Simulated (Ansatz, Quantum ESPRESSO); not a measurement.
## Code comparison for LaMg6Mo (Amm2, 8 atoms in the cell)

Self-consistent single point.

```
CELL_PARAMETERS angstrom
      4.98914     0.00000     0.00000
      0.00000     3.24505     5.78493
      0.00000    -3.24505     5.78493
ATOMIC_POSITIONS crystal
  La 0.00000 0.80096 0.80096
  Mg 0.00000 0.33147 0.81347
  Mg 0.00000 0.81347 0.33147
  Mg 0.00000 0.33523 0.33523
  Mg 0.50000 0.18991 0.66607
  Mg 0.50000 0.66607 0.18991
  Mg 0.50000 0.17152 0.17152
  Mo 0.50000 0.69135 0.69135
```

Shared settings, as Ansatz (an electronic-structure program) writes them: kpoints.mp_grid.grid = 4 3 3; scf.occupations.method = gaussian; scf.occupations.width = 0.05 eV. Potentials and cutoffs stand in the table.

| code | model | pressure (GPa) | largest force (eV/Å) | cutoff |
|---|---|---|---|---|
| Quantum ESPRESSO | PBEsol, SSSP 1.1.2 efficiency (PBE) pseudopotentials | -2.34 | 0.157 | 60 Ry |
| Ansatz | PBEsol, PAW files made with PBE | -2.38 | 0.157 | default |

Size of the force on each atom (eV/Å): Sizes of forces hide their directions.

```
code                La1    Mg2    Mg3    Mg4    Mg5    Mg6    Mg7    Mo8
----------------  -----  -----  -----  -----  -----  -----  -----  -----
Quantum ESPRESSO  0.093  0.043  0.043  0.006  0.157  0.157  0.052  0.023
Ansatz            0.111  0.044  0.044  0.009  0.157  0.157  0.052  0.045
```

On Ansatz's run: spin polarisation is off.

The spread over the programs that give each value: pressure within 0.04 GPa; largest force within 0.000 eV/Å.

Ansatz's pressure is given at a fixed set of plane waves, as the other plane-wave codes print theirs.

The starting cell comes from a database of computed structures (which also holds hypothetical and non-ambient phases and stackings), without a prior relaxation at this level. Its lattice was rescaled by a random factor within 2.5 % of one.

Left out of this page: CP2K (unsound by tests on forces, stress, charge or solver warnings).

Keys are those of Ansatz 0.2.
